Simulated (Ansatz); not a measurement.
Results of PBE-D3(BJ) (Ansatz, an electronic-structure program, PAW) for AlB2-type ZrB2.

Numerical settings: plane-wave cutoff 520 eV, 18×18×12 k mesh (along the axes of the cell as run), Fermi–Dirac smearing 0.1 eV, perturbation theory, scalar-relativistic PAW data made under PBE.

Computed at the level's own relaxed cell.

Harmonic phonon frequencies (cm⁻¹; i marks an imaginary mode):

```
q point                          frequencies
-------  -----------------------------------
Γ              0 0 0 464 464 490 567 797 797
M        235 240 302 523 543 549 719 720 740
K        253 272 272 551 551 639 666 666 766
A        217 217 249 416 416 512 631 800 800
L        231 258 272 519 557 609 689 732 744
H        240 263 263 583 583 631 665 665 751
```

No imaginary mode appears at these points.

Note: the dispersion coefficients are held fixed in the derivatives.
